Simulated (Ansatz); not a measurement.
The starting structures come from a database of crystals and need not be the phases stable at ambient conditions.

 Where the default PAW files enter, the runs use the earlier of Ansatz's two default sets.

The decay constant κ of evanescent states in the gap governs leakage through a thin film.

Given:

```
Zr3N4
1.0
    5.98482     0.00000     0.00000
   -1.99494     5.64254     0.00000
    1.99494     2.82127     4.88658
Zr N
6 8
Cartesian
  0.49873   7.05318   3.66494
  1.49620   4.23191   1.22165
  1.49620   1.05798   0.61082
  4.48861   3.17393   1.83247
  6.48355   3.87925   4.27576
  3.49114   5.99520   3.05412
  2.73243   3.86424   3.08011
  2.77488   2.82127   0.00000
  2.73243   8.09614   4.24976
 -0.25998   4.96724   2.44329
 -0.21753   2.82127   0.00000
  3.72990   5.27487   0.63682
  0.73749   2.14597   2.44329
  1.73496   6.68551   1.80647
```

Space group of this cell: I-43d. The cell is strained (all lengths scaled by 1.02); by PBEsol its mean pressure is -18.8 GPa.

Transport runs along the normal of the first two printed cell vectors, the (110) plane of the conventional cell.

No gap correction and no spin-orbit coupling; mid-gap values are interpolated between computed energies.

### Question
State the band gap and the smallest decay constant κ at mid-gap according to PBEsol in Ansatz (an electronic-structure program).

### Answer
Gap 0.65 eV on a 6×6×6 mesh; κ = 0.152 1/Å, at the zone centre.
